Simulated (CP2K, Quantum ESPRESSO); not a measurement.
A Quantum ESPRESSO input for a self-consistent single point of CaSnF4 (P4/mmm, 6 atoms in the cell) (DFT, LDA (PZ), plane waves, GBRV 1.5 ultrasoft (LDA) pseudopotentials):

```fortran
&CONTROL
   calculation = 'scf'
   prefix = 'CaSnF4'
   outdir = './tmp'
   pseudo_dir = './'
   tprnfor = .true.
   tstress = .true.
/
&SYSTEM
   ibrav = 0
   nat = 6
   ntyp = 3
   ecutwfc = 40
   ecutrho = 200
   occupations = 'smearing'
   smearing = 'fermi-dirac'
   degauss = 0.000734986
/
&ELECTRONS
   conv_thr = 1.0e-11
   mixing_beta = 0.4
/
ATOMIC_SPECIES
Ca    40.0780  ca_lda_v1.uspp.F.UPF
Sn   118.7100  sn_lda_v1.4.uspp.F.UPF
F     18.9984  f_lda_v1.4.uspp.F.UPF
CELL_PARAMETERS {bohr}
   7.41615270     0.00000000     0.00000000
   0.00000000     7.41615270     0.00000000
   0.00000000     0.00000000    10.70503582
ATOMIC_POSITIONS {angstrom}
Ca    0.00000000    0.00000000    2.83243050
Sn    1.96222950    1.96222950    0.00000000
F     1.96222950    0.00000000    1.50538016
F     1.96222950    0.00000000    4.15948084
F     0.00000000    1.96222950    1.50538016
F     0.00000000    1.96222950    4.15948084
K_POINTS {automatic}
8 8 5  0 0 0
```

### Question
Translate this input to CP2K.

### Answer
One input that does it (others would too):

```
&GLOBAL
  PROJECT scf
  RUN_TYPE ENERGY_FORCE
  PRINT_LEVEL MEDIUM
&END GLOBAL
&FORCE_EVAL
  METHOD Quickstep
  STRESS_TENSOR ANALYTICAL
  &DFT
    BASIS_SET_FILE_NAME BASIS_MOLOPT
    POTENTIAL_FILE_NAME GTH_POTENTIALS
    &QS
      METHOD GPW
      EPS_DEFAULT 1E-10
    &END QS
    &MGRID
      CUTOFF 550
      REL_CUTOFF 50
      NGRIDS 5
    &END MGRID
    &SCF
      SCF_GUESS ATOMIC
      EPS_SCF 1E-6
      MAX_SCF 100
      ADDED_MOS 8
      &DIAGONALIZATION
        ALGORITHM STANDARD
      &END DIAGONALIZATION
      &MIXING
        METHOD BROYDEN_MIXING
        ALPHA 0.2
        NBUFFER 12
      &END MIXING
      &SMEAR ON
        METHOD FERMI_DIRAC
        ELECTRONIC_TEMPERATURE [K] 116.05
      &END SMEAR
    &END SCF
    &KPOINTS
      SCHEME MONKHORST-PACK 8 8 5
      GAMMA_CENTERED T
    &END KPOINTS
    &XC
      &XC_FUNCTIONAL PADE
      &END XC_FUNCTIONAL
    &END XC
    &PRINT
      &MO
        EIGENVALUES T
        OCCUPATION_NUMBERS T
        NDIGITS 8
        FILENAME mo
        &EACH
          QS_SCF 0
        &END EACH
        ADD_LAST NUMERIC
      &END MO
      &MULLIKEN ON
      &END MULLIKEN
    &END PRINT
  &END DFT
  &SUBSYS
    &CELL
      ABC 3.92445900 3.92445900 5.66486100
      ALPHA_BETA_GAMMA 90.00000000 90.00000000 90.00000000
      PERIODIC XYZ
    &END CELL
    &COORD
      SCALED
      Ca       0.00000000     0.00000000     0.50000000
      Sn       0.50000000     0.50000000     0.00000000
      F        0.50000000     0.00000000     0.26574000
      F        0.50000000     0.00000000     0.73426000
      F        0.00000000     0.50000000     0.26574000
      F        0.00000000     0.50000000     0.73426000
    &END COORD
    &KIND Ca
      BASIS_SET DZVP-MOLOPT-SR-GTH-q10
      POTENTIAL GTH-PADE-q10
    &END KIND
    &KIND Sn
      BASIS_SET DZVP-MOLOPT-SR-GTH-q4
      POTENTIAL GTH-PADE-q4
    &END KIND
    &KIND F
      BASIS_SET DZVP-MOLOPT-SR-GTH-q7
      POTENTIAL GTH-PADE-q7
    &END KIND
  &END SUBSYS
  &PRINT
    &FORCES ON
    &END FORCES
    &STRESS_TENSOR ON
    &END STRESS_TENSOR
  &END PRINT
&END FORCE_EVAL
```

Basis settings and potentials, where a program has them, do not carry over. This input uses DFT LDA (Pade form), GPW, DZVP-MOLOPT-SR-GTH basis, GTH-PADE potentials (GTH_POTENTIALS). LDA parametrisations can differ slightly between programs.

The starting cell comes from a database of computed structures (which also holds hypothetical and non-ambient phases and stackings), without a prior relaxation at this level. For this run, on top of that: lattice scaled by 0.98.
